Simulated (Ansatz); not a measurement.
**Competing hops of Rh-vacancy pair in fcc Cu, neutral cell**

Defect migration in fcc Cu: Rh-vacancy pair (Rh on one host Cu site, one Cu site vacant), neutral cell. Calculation: PBE, PAW (plane waves to 420 eV; Ansatz, a program for electronic structure).

32-site cell at the relaxed PBE lattice, a 2×2×2 k-point mesh shifted by half a step, smearing 0.10 eV, spin-restricted, no finite-size correction. No zero-point or tunnelling terms. Forms of the defect that were not tried may lie lower.

Barriers: single points on a 4×4×4 k-point mesh shifted by half a step at the bands' geometries (they differ from the bands' own by up to 0.14 eV, and are uncertain by about as much).

```tsv
Route	Start site over the lowest site run (eV)	Hop (Å)	Forward barrier (eV)	Backward barrier (eV)	Neighbours at the start	Neighbours at the saddle	Saddle order	Forward, on the band's own sampling (eV)
direct exchange of Rh with the vacancy (Rh-vacancy distance between ideal sites 2.57 Å throughout)	0.00	2.44	1.03	1.03	4 Cu at 2.56, 2 Cu at 2.59, 5 Cu at 2.62 Å	4 Cu at 2.45, 4 Cu at 2.79 Å	not checked, on a symmetry element	0.88
```

Paths come from climbing-image nudged elastic band runs.  A band can be held on a symmetry element, so unchecked saddle points there may be too high.

The whole set of runs took around 1.2 core-hours (rough).
